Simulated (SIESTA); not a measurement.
# Worked example: self-consistent single point of TiAl (P4/mmm, 2 atoms in the cell) in SIESTA

Computed with GGA PBE, numerical atomic orbitals DZP, PseudoDojo PBE standard norm-conserving potentials (rewritten from UPF to PSML) run with SIESTA.

This input was run:

```
# files in the folder: Ti.psml Al.psml (PseudoDojo PBE standard)
SystemName  TiAl
SystemLabel tial

NumberOfAtoms                2
NumberOfSpecies              2
%block ChemicalSpeciesLabel
  1 22 Ti
  2 13 Al
%endblock ChemicalSpeciesLabel
LatticeConstant              1.0 Bohr
%block LatticeVectors
     5.374664557    0.000000000    0.000000000
     0.000000000    5.374664557    0.000000000
     0.000000000    0.000000000    7.729641254
%endblock LatticeVectors
AtomicCoordinatesFormat      ScaledCartesian
%block AtomicCoordinatesAndAtomicSpecies
     0.000000000    0.000000000    0.000000000  1
     2.687332279    2.687332279    3.864820627  2
%endblock AtomicCoordinatesAndAtomicSpecies

XC.functional                GGA
XC.authors                   PBE
PAO.BasisSize                DZP
PAO.EnergyShift              0.01 Ry
MeshCutoff                   300 Ry
%block kgrid.MonkhorstPack
    7   0   0  0.0
    0   7   0  0.0
    0   0   5  0.0
%endblock kgrid.MonkhorstPack
OccupationFunction           MP
OccupationMPOrder            0
ElectronicTemperature        0.1 eV

MaxSCFIterations             150
SCF.Mixer.Method             Pulay
SCF.Mixer.Weight             0.1
SCF.Mixer.History            8
SCF.DM.Tolerance             1.0E-04
Diag.ParallelOverK           true
WriteForces                  true
```

Output (repeated stretches shortened):

```
reinit: Reading from file input.fdf

reinit: System Name: TiAl
reinit: System Label: tial

coor:   Atomic-coordinates input format  =     Cartesian coordinates
coor:                                          (in units of alat)

siesta: Atomic coordinates (Bohr) and species
siesta:      0.00000   0.00000   0.00000  1        1
siesta:      2.68733   2.68733   3.86482  2        2

siesta: System type = bulk

initatomlists: Number of atoms, orbitals, and projectors:      2    32    36

siesta: ******************** Simulation parameters ****************************
redata: Spin configuration                          = none
redata: Time-Reversal Symmetry                      = T
redata: Number of Atomic Species                    =        2
redata: Mesh Cutoff                                 =   300.0000 Ry
redata: Net charge of the system                    =     0.0000 |e|
redata: Min. number of SCF Iter                     =        0
redata: Max. number of SCF Iter                     =      150
redata: SCF convergence failure will abort job
redata: SCF mix quantity                            = Hamiltonian
redata: Mix DM or H after convergence               =   F
redata: Recompute H after scf cycle                 =   F
redata: Mix DM in first SCF step                    =   T
redata: No kicks to SCF
redata: DM Mixing Weight for Kicks                  =     0.5000
redata: Require Harris convergence for SCF          =   F
redata: Harris energy tolerance for SCF             =     0.000100 eV
redata: Require DM convergence for SCF              =   T
redata: DM tolerance for SCF                        =     0.000100
redata: Require EDM convergence for SCF             =   F
redata: EDM tolerance for SCF                       =     0.001000 eV
redata: Require H convergence for SCF               =   T
redata: Hamiltonian tolerance for SCF               =     0.001000 eV
redata: Require (free) Energy convergence for SCF   =   F
redata: (free) Energy tolerance for SCF             =     0.000100 eV
redata: Using DFT-D3 dispersion                     =   F
redata: Using Saved Data (generic)                  =   F
redata: Method of Calculation                       = Diagonalization
redata: Electronic Temperature                      =  1160.4518 K
redata: Number of TDED substeps                     =        3
redata: Dynamics option                             = Single-point calculation
redata: Save all siesta data in one NC              =   F
redata: ***********************************************************************

%block SCF.Mixers
  Pulay
%endblock SCF.Mixers

%block SCF.Mixer.Pulay
  # Mixing method
  method pulay
  variant stable

  # Mixing options
  weight 0.1000
  weight.linear 0.1000
  history 8
%endblock SCF.Mixer.Pulay

DM_history_depth set to one: no extrapolation allowed by default for geometry relaxation
Size of DM history Fstack: 1
Total number of electrons:    15.000000
Total ionic charge:    15.000000

* ProcessorY, Blocksize:    1  33

* Orbital distribution balance (max,min):    32    32

 Kpoints in:          140 . Kpoints trimmed:          123

siesta: k-grid: Number of k-points = 123
siesta: k-points from Monkhorst-Pack grid
siesta: k-cutoff (effective) =     9.955 Ang
siesta: k-point supercell and displacements
siesta: k-grid:     7     0     0      0.000
siesta: k-grid:     0     7     0      0.000
siesta: k-grid:     0     0     5      0.000

diag: Algorithm                                     = D&C
diag: Parallel over k                               =   F
diag: Use parallel 2D distribution                  =   F
diag: Parallel block-size                           = 33
diag: Parallel distribution                         =     1 x     1
diag: Used triangular part                          = Lower
diag: Absolute tolerance                            =  0.100E-15
diag: Orthogonalization factor                      =  0.100E-05
diag: Memory factor                                 =  1.0000

superc: Internal auxiliary supercell:     7 x     7 x     5  =     245
superc: Number of atoms, orbitals, and projectors:    490   7840   8820

                        Single-point calculation

superc: Internal auxiliary supercell:     7 x     7 x     5  =     245
superc: Number of atoms, orbitals, and projectors:    490   7840   8820

outcell: Unit cell vectors (Ang):
        2.844150    0.000000    0.000000
        0.000000    2.844150    0.000000
        0.000000    0.000000    4.090350

outcell: Cell vector modules (Ang)   :    2.844150    2.844150    4.090350
outcell: Cell angles (23,13,12) (deg):     90.0000     90.0000     90.0000
outcell: Cell volume (Ang**3)        :     33.0876
new_DM -- step:     1
Initializing Density Matrix...

Attempting to read DM from file... Failed...
DM filled with atomic data:

InitMesh: MESH = 30 x 30 x 48 = 43200
InitMesh: Mesh cutoff (required, used) =   300.000   307.496 Ry

stepf: Methfessel-Paxton step function
       Using Hermite-Gauss polynomials of order  0

        iscf     Eharris(eV)        E_KS(eV)     FreeEng(eV)     dDmax    Ef(eV) dHmax(eV)
   scf:    1    -1663.439740    -1676.130335    -1676.136695  1.673838 -4.620331  8.949245
   scf:    2    -1678.362953    -1677.351498    -1677.362824  0.064830 -4.961108  5.861740
   scf:    3    -1678.159181    -1678.168545    -1678.183851  0.126636 -5.597022  0.677203
   scf:    4    -1676.338695    -1677.624246    -1677.632158  0.160790 -5.145524  4.498777
   scf:    5    -1678.436712    -1678.258216    -1678.271991  0.077508 -5.596014  0.223353
   scf:    6    -1678.248923    -1678.254146    -1678.267439  0.007664 -5.578839  0.404664
   scf:    7    -1678.261173    -1678.259073    -1678.273479  0.014828 -5.609160  0.107843
   scf:    8    -1678.259583    -1678.259427    -1678.273828  0.001986 -5.619640  0.015228
   scf:    9    -1678.259454    -1678.259457    -1678.273826  0.000910 -5.623017  0.020451
   scf:   10    -1678.259465    -1678.259467    -1678.273839  0.000383 -5.620581  0.002165
   scf:   11    -1678.259469    -1678.259468    -1678.273839  0.000039 -5.620838  0.000217

SCF Convergence by DM+H criterion
max |DM_out - DM_in|         :     0.0000391160
max |H_out - H_in|      (eV) :     0.0002171099
SCF cycle converged after 11 iterations

Using DM_out to compute the final energy and forces

siesta: E_KS(eV) =            -1678.2595

siesta: E_KS - E_eggbox =     -1678.2595

siesta: Atomic forces (eV/Ang):
     1    0.000000    0.000000   -0.000000
     2   -0.000000   -0.000000    0.000000
   Tot    0.000000    0.000000   -0.000000
   Max    0.000000
   Res    0.000000    sqrt( Sum f_i^2 / 3N )
   Max    0.000000    constrained

Stress tensor Voigt[x,y,z,yz,xz,xy] (kbar):       36.26       36.26       39.88        0.00       -0.00       -0.00
(Free)E + p*V (eV/cell)    -1679.0476
Target enthalpy (eV/cell)    -1678.2738

siesta: Program's energy decomposition (eV):
siesta: Ebs     =      -414.122058
siesta: Eions   =      2553.130440
siesta: Ena     =       428.825929
siesta: Ekin    =       665.200819
siesta: Enl     =        23.278761
siesta: Eso     =         0.000000
siesta: Edftu   =         0.000000
siesta: DEna    =        24.261727
siesta: DUscf   =         0.597303
siesta: DUext   =         0.000000
siesta: Ex      =      -246.439896
siesta: Ec      =       -20.853671
siesta: Exc     =      -267.293567
siesta: Eharris =     -1678.259469
siesta: Etot    =     -1678.259468
siesta: FreeEng =     -1678.273839

siesta: Stress tensor (static) (eV/Ang**3):
siesta:     0.022629   -0.000000   -0.000000
siesta:    -0.000000    0.022629   -0.000000
siesta:    -0.000000    0.000000    0.024893

siesta: Cell volume =         33.087615 Ang**3

siesta: Pressure (static):
siesta:                Solid            Molecule  Units
siesta:          -0.00025468         -0.00025468  Ry/Bohr**3
siesta:          -0.02338374         -0.02338374  eV/Ang**3
siesta:         -37.46488735        -37.46488722  kBar
```

The run converged in 11 iterations.

The starting cell has typed, rounded lattice constants, without a prior relaxation at this level. Its lattice was rescaled by up to half a per cent. Spin polarisation is off. Values carry the incompleteness of an atom-centred basis. With a pressure of about -4 GPa the cell is away from its equilibrium volume at this level.

Cost on one core of a shared machine: roughly 30 s.
